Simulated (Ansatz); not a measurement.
## CsCl-type TbRh

The numbers are results of r²SCAN (Ansatz, an electronic-structure program, PAW), not measurements.

Numerical settings: plane-wave cutoff 500 eV, 16×16×16 k mesh, Fermi–Dirac smearing 0.1 eV, spin-polarised start, scalar-relativistic PAW data made under PBE.

Cell (relaxed at this level):

Space group Pm-3m (No. 221); a = b = c = 3.4208 Å, α = β = γ = 90.00°

```json
[
 {"atom": "Tb", "site": "1b", "symmetry": "m-3m", "x": "0.5000", "y": "0.5000", "z": "0.5000"},
 {"atom": "Rh", "site": "1a", "symmetry": "m-3m", "x": "0.0000", "y": "0.0000", "z": "0.0000"}
]
```

For CsCl-type TbRh, the volume per atom is 20.02 Å³/atom and the lattice constant a is 3.421 Å.

Note: the magnetic order was assumed, not searched for or taken from measurement; the 4f shell is treated without U or exact exchange, so its levels and filling can be wrong.

Spin–orbit coupling is not included.

The computed numbers hold no vibrational or temperature effects.
